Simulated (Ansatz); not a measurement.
Eu on the Al site in metastable zinc-blende AlN

The numbers are results of PBE, PAW (plane waves to 420 eV; Ansatz, a quantum-chemistry and plane-wave program), not measurements. Cell: 64 sites, 2×2×2; final energies on a 2×2×2 shifted mesh. Site at the start: the Al site. Energies of charged states are corrected for periodic images (point charge plus alignment at distant sites). Dielectric constants: PBE linear response of the host. Host gap at this level: 3.31 eV. A cell of this size leaves errors of a few tenths of an eV. Levels are measured in PBE's own, too narrow, gap. Spin–orbit coupling is left out, and no Hubbard U is applied to the open shells. Each state is the lowest found from its start.

Formation energies E_f are given with the Fermi level at the valence-band maximum. Chemical conditions: Al-rich (Δμ(Al) = 0.00 eV, Δμ(Eu) = -1.46 eV, bounded by EuAl4 (I4/mmm); only phases computed here count, gases as isolated molecules at 0 K); N-rich (Δμ(Al) = -2.69 eV, Δμ(Eu) = -1.93 eV, bounded by EuN (Fm-3m); only phases computed here count, gases as isolated molecules at 0 K). Reference phases: Al: fcc Al, Eu: bcc Eu, ferromagnetic.

```tsv
charge	moment (μB)	largest move off a lattice site (Å)	image correction with alignment (eV)	E_f, Al-rich (eV)	E_f, N-rich (eV)
+1	5.0	0.35	0.68	4.91	2.69
0	6.0	0.29	0.00	5.20	2.98
−1	7.0	0.33	-0.23	7.55	5.33
−2†	6.0	0.36	-0.07	–	–
```

† Not settled in this cell, so no level is given: charge −2: a large or scattered potential alignment, level within 0.1 eV of a band edge or past it.

Transition levels above the valence-band maximum: ε(+1/0) = 0.29 eV; ε(0/−1) = 2.35 eV. With a charge missing or unsettled, these needn't be thermodynamic levels.

Flagged in the runs: a doubtful potential alignment.
